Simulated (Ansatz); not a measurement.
System: C11b MoSi2. Method: LDA (plane waves, PAW; Ansatz, an electronic-structure program).

Input file:

Ansatz 0.2 input:
```yaml
crystal:
  lattice:
    - [-1.5764627786, 1.5764627786, 3.8626222762]
    - [1.5764627786, -1.5764627786, 3.8626222762]
    - [1.5764627786, 1.5764627786, -3.8626222762]
  atoms:
    - { symbol: Si, position: [0.6647349257, 0.6647349257, 0.0] }
    - { symbol: Si, position: [0.3352650743, 0.3352650743, 0.0] }
    - { symbol: Mo, position: [0.0, 0.0, 0.0] }
basis:
  ecutwfc: 520
  ecutrho_ratio: 4
  xc_grid: 2
kpoints:
  mp_grid: { grid: [24, 24, 24] }
hamiltonian:
  xc: lda
  dispersion: none
  pseudopotentials: { kind: paw }
scf:
  occupations: { method: fermi_dirac, width: 0.05 }
output:
  forces: true
  stress: true
  eigenvalues: true
relax:
  f_tol: 0.004
  escape_saddle: false
  max_steps: 80
  cell: { stress_tol: 0.02, fix: [volume] }
```

Output (set-up and result lines):

```
Relaxation: its limit of steps is 80 (relax.max_steps)
Crystal: 3 atoms, lattice volume = 38.398 Å³
Basis set: ecut = 520 eV, 1039 PW (Γ), FFT grids on a1+a3, a2+a3, a3, exchange–correlation on 48×48×72 points (8 copies of the dense FFT grid, shifted against one another)
Bands: 15, of which v1, the nominal top of the filled ones, is band 11 counted from 1 (10 counted from 0)
Symmetry: 16 space group operations
Space group: I4/mmm (ITA 139), of the structure as read, at distance tolerance 3.4e-5 Å
k-points: 1063 of 13824
Functional: x = slater, c = lda
SCF iter   1: F=—  HF=-6061.918415 eV  |F-HF|=—  |Δ(HF+E_count)|=         —  Δρ=7.11e-3  dr2=1.19e-2
SCF iter   2: F=—  HF=-6061.915959 eV  |F-HF|=—  |Δ(HF+E_count)|=   2.46e-3  Δρ=3.94e-3  dr2=3.79e-3
  ...
SCF 1 converged in 6 iterations: F = -6061.914709 eV  dr2 = 4.59e-9
Crystal: 3 atoms, lattice volume = 38.398 Å³
Initial density: handed on by an earlier stage of this run
SCF 2 converged in 3 iterations: F = -6061.914896 eV  dr2 = 1.95e-7
Crystal: 3 atoms, lattice volume = 38.398 Å³
SCF 3 converged in 4 iterations: F = -6061.914911 eV  dr2 = 1.31e-9
Crystal: 3 atoms, lattice volume = 38.398 Å³
SCF 4 converged in 4 iterations: F = -6061.914912 eV  dr2 = 2.33e-10
Crystal: 3 atoms, lattice volume = 38.398 Å³
SCF iter   3: F=—  HF=-6061.914912 eV  |F-HF|=—  |Δ(HF+E_count)|=  1.64e-11  Δρ=2.02e-7  dr2=1.95e-11
SCF iter   4: F=-6061.914912 eV  HF=-6061.914912 eV  |F-HF|=9.09e-13  |Δ(HF+E_count)|=  2.73e-12  Δρ=7.18e-8  dr2=1.05e-12
SCF 5 converged in 4 iterations: F = -6061.914912 eV  dr2 = 1.05e-12
SCF converged after 4 iterations
Free energy (F): -6061.914912 eV
Internal energy: -6061.912798 eV  (E = F + TS)
E sigma→0 (E₀):  -6061.913855 eV
Fermi energy:    16.597315 eV
--- Forces (eV/Å), atoms counted from 1 ---
  atom   1  Si     0.00000000     0.00000000     0.00005155
  atom   2  Si     0.00000000    -0.00000000    -0.00005155
  atom   3  Mo    -0.00000000     0.00000000     0.00000000
--- Stress (GPa, compression-positive) ---
        4.740498       0.000000      -0.000000
        0.000000       4.740498       0.000000
       -0.000000       0.000000       4.741280
  P = ⅓ Tr σ = 4.7408 GPa (47.408 kbar)
```

The cell is one volume of an energy–volume scan, off the minimum.

The PAW data were made under PBE.

Cost on a shared machine: roughly 2.3 core-minutes.
